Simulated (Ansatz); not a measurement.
**CuI (model structure, within 0.1 Å of P6₄22, No. 181, 6 atoms in the cell): band gap by level of theory**

No measured value is used here.

| level (code) | value (eV) | cell (Å³/atom) |
|---|---|---|
| PBEsol (Ansatz) | 0.65 | 23.79 |
| PBE-D3(BJ) (Ansatz) | 0.69 | 24.18 |
| r²SCAN (Ansatz) | … | 25.08 |
| r²SCAN+rVV10 (Ansatz) | 1.17 | 24.50 |

Problem. Fill in the missing entries.

Solution. 
- r²SCAN (Ansatz, a quantum-chemistry and plane-wave program), value (eV): 1.13

Computed values are for a static lattice. Spin–orbit coupling is included only where a level's name says +SOC; with heavier elements it mostly lowers gaps and can invert bands.  Each level is taken at its own relaxed cell. Cutoffs differ between the levels. Ansatz's density-functional and Hartree–Fock values are scalar-relativistic unless marked +SOC, with PAW data made under PBE.

A model structure was made by putting elements into a prototype or built by hand; it is no filed structure, need not be a known phase, and can be a saddle point held by its symmetry.
